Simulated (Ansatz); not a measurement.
Density of states of RbBr (Fm-3m) above the conduction band minimum, PBEsol, rigid bands in Ansatz (an electronic-structure program); cell volume 80.1 Å³.

(energy from edge (eV), 10⁻³ states/eV/cell): (0.006, 9.64); (0.031, 21.8); (0.056, 29.6); (0.081, 35.9); (0.106, 42.0); (0.131, 46.9); (0.156, 52.2); (0.181, 57.6); (0.206, 61.8); (0.231, 66.4); (0.256, 71.0); (0.281, 75.4); (0.319, 81.4); (0.344, 87.8); (0.369, 90.9); (0.394, 95.5); (0.419, 101); (0.444, 105); (0.469, 109); (0.494, 113); (0.519, 118); (0.544, 122); (0.569, 127); (0.594, 131)

What effective density of states at 300 K does this give (∫ g(E) exp(−E/k_BT) dE, both spins, divided by the cell's size)?

5.8e18 cm⁻³, a density-of-states mass of 0.38 mₑ, valleys and band degeneracy included.

Spin-orbit coupling is left out. Geometry: cell and atoms relaxed with PBEsol.

Formula and space group known from diffraction (Crystallography Open Database), not checked to be the room-temperature form: RbBr (Fm-3m).
